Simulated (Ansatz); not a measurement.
The starting structures come from a database of crystals and need not be the phases stable at ambient conditions.

**Evanescent states of Mg₂ZnP₂ (P3m1, not sure to be the ambient phase, 5 atoms a cell, 18.3 Å³ an atom) along the normal of (001)**

Computed with r2SCAN (plane waves, PAW; Ansatz, an electronic-structure program).

The gap is the functional's own, uncorrected, and κ follows it; spin-orbit coupling is left out. Mid-gap values are interpolated between the computed energies.

Energies count from the valence-band top; κ is the least over a 12×12 mesh across the current.

```tsv
E (eV)	κ (1/Å)	where
0.04	0.035	Γ
0.12	0.059	Γ
0.20	0.075	Γ
0.28	0.087	Γ
0.36	?	Γ
0.44	?	Γ
0.52	?	Γ
0.60	?	Γ
0.68	?	Γ
0.76	0.126	Γ
0.84	?	Γ
0.92	?	Γ
1.00	?	Γ
1.08	0.126	off Γ
1.16	0.110	off Γ
1.24	0.090	off Γ
1.32	0.059	off Γ
```

Problem. Some entries are withheld; supply them.

Solution. 
- 0.36, κ (1/Å): 0.097
- 0.44, κ (1/Å): 0.105
- 0.52, κ (1/Å): 0.112
- 0.60, κ (1/Å): 0.117
- 0.68, κ (1/Å): 0.122
- 0.84, κ (1/Å): 0.129
- 0.92, κ (1/Å): 0.131
- 1.00, κ (1/Å): 0.133
